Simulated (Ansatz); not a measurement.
## Bi2Se3 with two functionals, isotropic strain +1.55 %

Consider Bi2Se3 in the Bi2Te3 type structure (space group R-3m, No. 166; a = 4.1444 Å, c = 28.4455 Å (hexagonal axes)).

(Cell as relaxed with PBE-D3(BJ).)

Levels (all Ansatz, a quantum-chemistry and plane-wave program, PAW, earlier PAW set): PBE-D3(BJ) (420 eV, no spin-orbit coupling); r2SCAN+rVV10 (500 eV, scalar-relativistic without spin-orbit coupling).

Each level relaxes its own structure.

```json
[
 {"base": "volume per atom", "PBE-D3(BJ)": "28.21 Å³", "r2SCAN+rVV10": "29.03 Å³"},
 {"base": "lattice parameter a", "PBE-D3(BJ)": "4.144 Å", "r2SCAN+rVV10": "4.145 Å"},
 {"base": "band gap", "PBE-D3(BJ)": "0.16 eV", "r2SCAN+rVV10": "0.60 eV"}
]
```

One thing is altered: an isotropic linear strain of +1.55 %; the atoms relax in the strained cell.

| quantity | PBE-D3(BJ) | r2SCAN+rVV10 |
|---|---|---|
| band gap | 0.24 eV | 0.68 eV |
| electron mass | 0.20 mₑ along c, 0.097 mₑ across (at Γ) | 0.79 mₑ along c, 0.11 mₑ across (at Γ) |
| gap character | direct at Γ | direct at Γ |
| pressure (mean of the normal stresses, compression positive) | -1.58 GPa | -1.47 GPa |

PBE-D3(BJ)'s band gap lies 0.44 eV below r2SCAN+rVV10's; PBE-D3(BJ)'s pressure lies 0.11 GPa below r2SCAN+rVV10's; the two agree on the gap character. Neither level is exact; r2SCAN+rVV10 is the comparison here, not a measurement.

With Bi present, leaving out spin-orbit coupling can change the band edges. Effective masses come from finite differences of ±0.01 Å⁻¹. No phonon test of stability was made. The zero or small gap of Bi2Se3 can change with the level of theory.
